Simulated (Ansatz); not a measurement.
System: MgIn2O4 (model structure, started from the defect chalcopyrite type, I-4, No. 82, 7 atoms in the cell). Method: PBEsol+SOC (PAW; Ansatz, a program for electronic structure).

Run with plane-wave cutoff 520 eV, 10×10×10 k mesh, Fermi–Dirac smearing 0.01 eV, PAW data made under PBE.

Cell (relaxed with PBEsol):

```
CELL_PARAMETERS angstrom
     -2.38561     2.38561     4.94695
      2.38561    -2.38561     4.94695
      2.38561     2.38561    -4.94695
ATOMIC_POSITIONS crystal
  In 0.50000 0.50000 0.00000
  In 0.25000 0.75000 0.50000
  Mg 0.00000 0.00000 0.00000
  O  0.32908 0.84539 0.95276
  O  0.89263 0.37632 0.04724
  O  0.15461 0.10737 0.48369
  O  0.62368 0.67092 0.51631
```

Q: Estimate the band gap and smallest direct gap on the k points sampled that the calculation returns.

A: 
* **band gap**: 1.40 eV (indirect)
* **smallest direct gap on the k points sampled**: 1.46 eV

Note: the relaxation could raise the start's symmetry but not lower it, so the cell can be a saddle point.

Static lattice: no zero-point or thermal effects.

The result took roughly 7 core-minutes.

A model structure was made by putting elements into a prototype or built by hand; it is no filed structure, need not be a known phase, and can be a saddle point held by its symmetry.
